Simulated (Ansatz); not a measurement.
The reference is Al in the fcc (Cu type) structure (space group Fm-3m, No. 225; a = 4.0155 Å; relaxed with 0.1 eV smearing).

Calculations: PBEsol (Ansatz, a program for electronic structure, PAW, scalar-relativistic without spin-orbit coupling).

Before the change:

The pressure is 0.0 GPa.

The change: the cell is scaled by 1.0050 in all directions, atoms relaxed at fixed cell.

Problem. Predict the new energy relative to the base.

Solution. The energy grows by 0.9 meV/atom.

Problem. How does this affect the pressure?

Solution. The pressure goes from zero to -1.2 GPa.

The cells carry an imposed strain or load. Whether these cells are dynamically stable was not tested.
